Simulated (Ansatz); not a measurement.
The parent structure is Bi in the A7 type structure (space group R-3m, No. 166; a = 4.533 Å, c = 11.654 Å (hexagonal axes)).

Method: Kohn–Sham DFT with the PBE-D3(BJ) functional, run in Ansatz (a quantum-chemistry and plane-wave program) with PAW and 420 eV plane waves, scalar-relativistic without spin-orbit coupling.

One change was made to it. Results:

```json
[
 {"quantity": "shortest interatomic distance", "base": "3.091 Å", "after": "3.083 Å"},
 {"quantity": "c/a ratio", "base": "2.571", "after": "2.548"}
]
```

Question: What was done to the base?
A) pressure −2 GPa
B) pressure 0.9 GPa
C) pressure 2.1 GPa

Answer: B, pressure 0.9 GPa. For comparison, the shortest interatomic distance in the other runs: pressure −2 GPa gives 3.108 Å; pressure 2.1 GPa gives 3.074 Å.

Load acts through the strain it causes; cell and atoms are relaxed under it. No phonon test of stability was made.
